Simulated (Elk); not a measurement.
Band structure of Cu₃Au (Pm-3m, 4 atoms in the cell).

```
Cu3Au
1.0
    3.80711     0.00000     0.00000
    0.00000     3.80711     0.00000
    0.00000     0.00000     3.80711
Cu Au
3 1
Direct
  0.00000   0.50000   0.50000
  0.50000   0.00000   0.50000
  0.50000   0.50000   0.00000
  0.00000   0.00000   0.00000
```

Level of theory: PBE, all-electron FP-LAPW, Elk's shipped species files, default APW+lo basis (Elk 10.2.4).

Settings: xctype = 20; rgkmax = 7; stype = 0; swidth = 0.00999582 Ha; ngridk = 9 9 9; rmtscf = 0.92.

The starting cell comes from a database of computed structures (which also holds hypothetical and non-ambient phases and stackings), without a prior relaxation at this level. Its lattice was rescaled by a random factor within 2.5 % of one. Spin-orbit coupling is off. Spin polarisation is off. Values depend on the basis (sphere radii, cutoffs, local orbitals), which need not be converged.

Levels in eV from the Fermi level, bands 38 to 45:
| point | 38 | 39 | 40 | 41 | 42 | 43 | 44 | 45 |
|---|---|---|---|---|---|---|---|---|
| Γ | -1.32 | -1.32 | -1.32 | 1.24 | 1.24 | 1.24 | 5.70 | 7.09 |
| X | -1.88 | -1.79 | -1.42 | -1.32 | 5.62 | 5.62 | 6.29 | 6.29 |
| M | -2.06 | -1.99 | -0.49 | -0.49 | -0.41 | 0.27 | 8.27 | 9.17 |
| R | -1.51 | -1.51 | -1.01 | -0.95 | -0.95 | -0.95 | 2.32 | 3.83 |

Bands cross the Fermi level along this path, so the cell is metallic at this level.
